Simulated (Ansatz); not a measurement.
Amorphous Si$_{24}$O$_{49}$Be, 74 atoms at 2.20 g/cm³, one PBE-relaxed geometry, zone centre. Methods: PBE, scalar-relativistic without spin-orbit coupling (Ansatz, a first-principles code); r2SCAN, scalar-relativistic without spin-orbit coupling (Ansatz); HSE06, scalar-relativistic without spin-orbit coupling (Ansatz). Plane waves to 420 eV (r2SCAN 500 eV); exact exchange is cut at the cell's faces. At PBE the levels at the filled edge of the gap are localised (band-tail or defect states), and the nearest spread-out levels lie 4.9 eV apart at the zone centre. All rungs ran without spin polarisation.

It comes from a melt-quench run on a machine-learned potential (CHGNet), relaxed afterwards by DFT. O atoms were pushed apart under 1.9 Å during the dynamics, to hinder bonds among them. The hot cell started wider than the set density and was brought back towards it in steps. It is the lowest in DFT energy of 2 quenches. It is a model cell: composition and starting density were chosen by hand, and all elements were melted together. No dispersion term was used. Its density started from a set value of 2.20 and ended at 2.20 g/cm³. The simulated quench (nominally 320 K/ps over its main leg) is rapid and tends to freeze in more defects than a deposited or slowly cooled glass has. One small periodic cell is one sample of the glass; other quenches scatter about these values. The volume was held where the preparation left it and the shape relaxed, at a PBE pressure of -1.1 GPa (tension). Stress components on the final sampling reach 1.7 GPa. Cycles of charging lowered its energy after that relaxation.

The relaxation ran on the zone centre alone. At PBE the level gap is 3.62 eV on a 2×2×2 Γ-centred mesh, and the spacing at the zone centre alone 3.61 eV.

**Question.** What zone-centre spacing does r2SCAN give, roughly?

**Answer.** 4.27 eV (+0.66 eV against PBE).

**Question.** What zone-centre spacing does HSE06 give, roughly?

**Answer.** 5.40 eV (+1.78 eV against PBE).

The highest filled and the lowest empty state spread over these numbers of atoms (participation numbers): PBE: 3.1 and 40.6; r2SCAN: 3.0 and 43.0; HSE06: 3.1 and 43.7.
